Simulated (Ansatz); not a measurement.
Input:

End structure of the (221) surface of germanium, H on every dangling bond (bottom of the slab: built like the top, H on every dangling bond, free):

```xyz
56
Lattice="8.1459 0.0000 0.0000 0.0000 12.2188 0.0000 0.0000 0.0000 28.5000" Properties=species:S:1:pos:R:3 pbc="T T T"
Ge     4.0729     7.4701     9.7500
Ge     0.0000     7.4701     9.7500
Ge     2.0365     8.7851    10.2117
Ge     6.1094     8.7851    10.2117
Ge     6.1094     4.0869    10.7115
Ge     2.0365     4.0869    10.7115
Ge     4.0729     5.4313    11.1460
Ge     0.0000     5.4313    11.1460
Ge     0.0000     0.6959    11.6684
Ge     4.0729     0.6959    11.6684
Ge     6.1094     2.0397    12.1069
Ge     2.0365     2.0397    12.1069
Ge     2.0365     9.5035    12.5778
Ge     6.1094     9.5035    12.5778
Ge     0.0000    10.8584    13.0565
Ge     4.0729    10.8584    13.0565
Ge     4.0729     6.1094    13.5300
Ge     0.0000     6.1094    13.5300
Ge     2.0365     7.4670    14.0100
Ge     6.1094     7.4670    14.0100
Ge     6.1094     2.7153    14.4900
Ge     2.0365     2.7153    14.4900
Ge     4.0729     4.0729    14.9700
Ge     0.0000     4.0729    14.9700
Ge     0.0000    11.5427    15.4436
Ge     4.0729    11.5427    15.4436
Ge     6.1094     0.6789    15.9222
Ge     2.0365     0.6789    15.9222
Ge     2.0365     8.1427    16.3932
Ge     6.1094     8.1427    16.3932
Ge     0.0000     9.4865    16.8316
Ge     4.0729     9.4865    16.8316
Ge     4.0729     4.7510    17.3540
Ge     0.0000     4.7510    17.3540
Ge     2.0365     6.0954    17.7885
Ge     6.1094     6.0954    17.7885
Ge     6.1094     1.3972    18.2884
Ge     2.0365     1.3972    18.2884
Ge     4.0729     2.7123    18.7501
Ge     0.0000     2.7123    18.7501
H      4.0729     7.0422     8.2526
H      0.0000     7.0422     8.2526
H      2.0365    10.0518     9.3064
H      6.1094    10.0518     9.3064
H      6.1094     3.6628     9.2115
H      2.0365     3.6628     9.2115
H      0.0000     0.2848    10.1649
H      4.0729     0.2848    10.1649
H      0.0000     9.8975    18.3351
H      4.0729     9.8975    18.3351
H      2.0365     6.5196    19.2886
H      6.1094     6.5196    19.2886
H      6.1094     0.1306    19.1937
H      2.0365     0.1306    19.1937
H      4.0729     3.1401    20.2475
H      0.0000     3.1401    20.2475
```

Model: 56-atom slab, 12.1 Å thick at the start with caps and adatoms (thin: gaps and levels are the slab's own), 4x3x1 mesh, Fermi-Dirac 0.025 eV, dipole correction, single point; on the structure that PBE left under its start's symmetry; no spin, no spin-orbit, no U.

Give the highest filled level below the top vacuum level at the level r2SCAN, at the PBE geometry (Ansatz, a program for electronic structure).

4.60 eV

What is the computed gap of the slab on its k-mesh (r2SCAN, at the PBE geometry)?

0.90 eV
